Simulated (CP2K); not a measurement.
A self-consistent single point of Ta₂O₅ (Pmmm, 7 atoms in the cell) with CP2K.

Method of the run: CP2K 2026.2 with PBEsol, GPW, DZVP-MOLOPT-SR-GTH basis, GTH-PBE potentials (GTH_POTENTIALS).

The change in words: lattice scaled by 1.03; CUTOFF: 500 Ry → 300 Ry. Reference geometry:
```yaml
crystal:
  lattice:
    - [3.70041, 0.00000, 0.00000]
    - [0.00000, 3.89209, 0.00000]
    - [0.00000, 0.00000, 6.52675]
  atoms:
    - { symbol: Ta, position: [0.50000, 0.00000, 0.50000] }
    - { symbol: Ta, position: [0.00000, 0.00000, 0.00000] }
    - { symbol: O, position: [0.50000, 0.50000, 0.50000] }
    - { symbol: O, position: [0.00000, 0.00000, 0.67966] }
    - { symbol: O, position: [0.00000, 0.00000, 0.32034] }
    - { symbol: O, position: [0.00000, 0.50000, 0.00000] }
    - { symbol: O, position: [0.50000, 0.00000, 0.00000] }
```

Reference input (self-consistent single point, DFT PBEsol, GPW, DZVP-MOLOPT-SR-GTH basis, GTH-PBE potentials (GTH_POTENTIALS)): CUTOFF = 500 Ry; REL_CUTOFF = 50 Ry; SMEAR/METHOD = GAUSSIAN; SIGMA = 0.05 eV; KPOINTS/SCHEME = MONKHORST-PACK 9 9 5; XC_FUNCTIONAL = PBE:PBESOL; Ta/BASIS_SET = DZVP-MOLOPT-SR-GTH-q13; Ta/POTENTIAL = GTH-PBE-q13; O/BASIS_SET = DZVP-MOLOPT-SR-GTH-q6; O/POTENTIAL = GTH-PBE-q6; METHOD = GPW; EPS_DEFAULT = 1e-10. This run's input differs from it in these lines:

```diff
@@ -16,3 +16,3 @@
     &MGRID
-      CUTOFF 500
+      CUTOFF 300
       REL_CUTOFF 50
@@ -66,5 +66,5 @@
     &CELL
-      A 3.70041000 0.00000000 0.00000000
-      B 0.00000000 3.89209000 0.00000000
-      C 0.00000000 0.00000000 6.52675000
+      A 3.81142200 0.00000000 0.00000000
+      B 0.00000000 4.00885300 0.00000000
+      C 0.00000000 0.00000000 6.72255200
       PERIODIC XYZ
```

The program printed (abridged):

```
 SCF WAVEFUNCTION OPTIMIZATION

  Step     Update method      Time    Convergence         Total energy    Change
     1 NoMix/Diag. 0.20E+00      -     2.04945009      -196.3903910386 -1.96E+02
     2 Broy./Diag. 0.20E+00      -     0.12575932      -190.0725251559  6.32E+00
     3 Broy./Diag. 0.20E+00      -     0.31156879      -194.6367065810 -4.56E+00
     4 Broy./Diag. 0.20E+00      -     0.10229430      -198.4078769277 -3.77E+00
     5 Broy./Diag. 0.20E+00      -     0.11726922      -195.8101535669  2.60E+00
     6 Broy./Diag. 0.20E+00      -     0.02497239      -196.6402788675 -8.30E-01
   [... 16 lines left out ...]
    23 Broy./Diag. 0.20E+00      -     0.00000394      -196.5171793177 -6.19E-05
    24 Broy./Diag. 0.20E+00      -     0.00000288      -196.5171804621 -1.14E-06
    25 Broy./Diag. 0.20E+00      -     0.00000195      -196.5171748774  5.58E-06
    26 Broy./Diag. 0.20E+00      -     0.00000044      -196.5171795504 -4.67E-06
  *** SCF run converged in    26 steps ***

  Overlap energy of the core charge distribution:               0.00000012119943
  Self energy of the core charge distribution:               -380.99110743057764
  Core Hamiltonian energy:                                     94.76168259417817
  Hartree energy:                                             120.18547751259084
  Exchange-correlation energy:                                -30.47322511824018
  Smearing free energy correction:                             -0.00000722982296
  Fermi energy:                                                 0.17804033663666

  Total energy:                                              -196.51717955043785
  Total energy (extrapolated to sigma->0):                   -196.51717593552635

   [... lines left out ...]

 STRESS| Analytical stress tensor [bar]
 STRESS|                        x                   y                   z
 STRESS|      x       -2.83177244947E+05  -9.06392030866E-06   5.92900037334E-04
 STRESS|      y       -9.06392030866E-06  -2.86847679310E+05  -1.03739557657E-05
 STRESS|      z        5.92900037334E-04  -1.03739557657E-05  -1.55173557742E+05
 STRESS| 1/3 Trace                                            -2.41732827333E+05
```

The run converged in 26 iterations. Against the reference run the free energy goes up by 137 meV/atom, the pressure goes from -9.69 to -24.17 GPa and the largest force goes from 0.037 to 0.199 eV/Å.

The starting cell comes from a database of computed structures (which also holds hypothetical and non-ambient phases and stackings), without a prior relaxation at this level. For this run, on top of that: lattice scaled by 1.03. Spin polarisation is off. Values carry the incompleteness of an atom-centred basis. The potentials were made for another functional than the one used.

Cost on one core of a shared machine: roughly 3 min.
